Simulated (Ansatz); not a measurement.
LaOF (P4/nmm, No. 129, 6 atoms in the cell; start mp-7100) was calculated with HSE06+SOC (plane waves, PAW; Ansatz, a program for electronic structure).

Settings: plane-wave cutoff 460 eV, 6×6×4 k mesh (along the axes of the cell as run), Fermi–Dirac smearing 0.01 eV, PAW data made under PBE.

Cell (relaxed with PBEsol):

LaFO has the tetragonal space group P4/nmm, origin choice 1 (No. 129), Pearson symbol tP6. Cell: a = b = 4.0402 Å, c = 5.7780 Å, α = β = γ = 90.00°. La on 2c is surrounded by 4 O at 2.375 Å and 4 F at 2.602 Å (cubic). O on 2b sees 4 La at 2.375 Å (tetrahedral). F on 2a is surrounded by 4 La at 2.602 Å (tetrahedral). (Neighbours: up to the widest gap in distance over summed covalent radii, below 1.35, at either atom; cation-cation and far metal-metal contacts left out.)

Problem. Predict the band gap, smallest direct gap on the k points sampled and Γ–Γ gap.

Solution. 
- band gap: 6.43 eV (indirect)
- smallest direct gap on the k points sampled: 6.51 eV
- Γ–Γ gap: 7.00 eV

Note: cell and atoms aren't relaxed at this level (largest force component 0.12 eV/Å, pressure 2.7 GPa).

Computed values are for the static lattice.

Computing time: around 50 core-minutes (rough).

A start named mp-… is a Materials Project structure, which need not be a measured phase.
